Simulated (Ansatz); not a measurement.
TiC in the rock salt structure (space group Fm-3m, No. 225)

```
TiC
1.0
    0.00000     2.16647     2.16647
    2.16647     0.00000     2.16647
    2.16647     2.16647     0.00000
Ti C
1 1
Direct
  0.00000   0.00000   0.00000
  0.50000   0.50000   0.50000
```

Calculations: Ansatz (a first-principles code) PBE, without spin-orbit coupling. Settings: 18×18×18 k-points, 0.05 eV Fermi–Dirac smearing.

| Quantity | Value |
|---|---|
| Volume per atom | 10.17 Å³ |
| Density | 4.89 g/cm³ |
| Band gap | zero |
| Total energy | -1376.136 eV/atom (σ→0; compares only within this code and set-up) |

No phonon test of stability was made. The base started in Pnma and relaxed to Fm-3m at this level. All final runs are without spin polarisation.
